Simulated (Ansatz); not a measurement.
Consider Si in the diamond structure (space group Fd-3m, No. 227; a = 5.444 Å).

Perturbation: a hydrostatic pressure of 0.7 GPa.

Levels (all Ansatz, an electronic-structure program, PAW, earlier PAW set): r2SCAN (500 eV, no spin-orbit coupling); HSE06+SOC (420 eV, with spin-orbit coupling).

The geometry is relaxed with r2SCAN.

```
Item                                       Result
----------------------------  -------------------
r2SCAN band gap                           0.76 eV
r2SCAN valence-band top at Γ  0.00, 0.00, 0.00 eV
```

Problem. What does HSE06+SOC give at this geometry for the band gap and valence-band top at Γ?

Solution. The band gap goes up by 0.35 eV, from 0.76 eV to 1.11 eV; the valence-band top at Γ (three highest Kramers pairs, from the VBM) changes from 0.00, 0.00, 0.00 eV to 0.00, 0.00, -0.05 eV. The threefold valence maximum splits by Δso ≈ 0.05 eV.

Single points use the geometry relaxed with r2SCAN. Their cutoffs differ, which shifts pressures a little. HSE06 was sampled on its mesh, a few special points and the semilocal edge points, so its gap is an upper bound. Differences between runs with and without spin-orbit coupling are approximate. Load acts through the strain it causes; cell and atoms are relaxed under it. Stability against distortions was not tested.
